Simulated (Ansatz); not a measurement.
Relaxation of the outer planes of the (10-12) surface of hcp Os in its 1x1 cell, outermost plane spacing 0.54 Å in the ideal cut (one of several cuts of this face).

The numbers are results of PBE (plane waves to 420 eV, PAW; Ansatz, a program for electronic structure), not measurements.

Set-up: 14 atoms, 10.2 Å thick at the start (thin: gaps and levels are the slab's own); mesh 14x6x1; 0.1 eV smearing; dipole correction on; all atoms relaxed; symmetry of the start imposed; no spin, no spin-orbit, no U.

| plane | atoms | bulk spacing to the next (Å) | relaxed spacing (Å) | change (%) | rumpling (Å) |
|---|---|---|---|---|---|
| 1 | Os | 0.535 | (withheld) | (withheld) | 0.00 |
| 2 | Os | 1.071 | 0.866 | -19.1 | 0.00 |

What belongs in the gaps?


- 1, relaxed spacing (Å): 0.551
- 1, change (%): 2.9
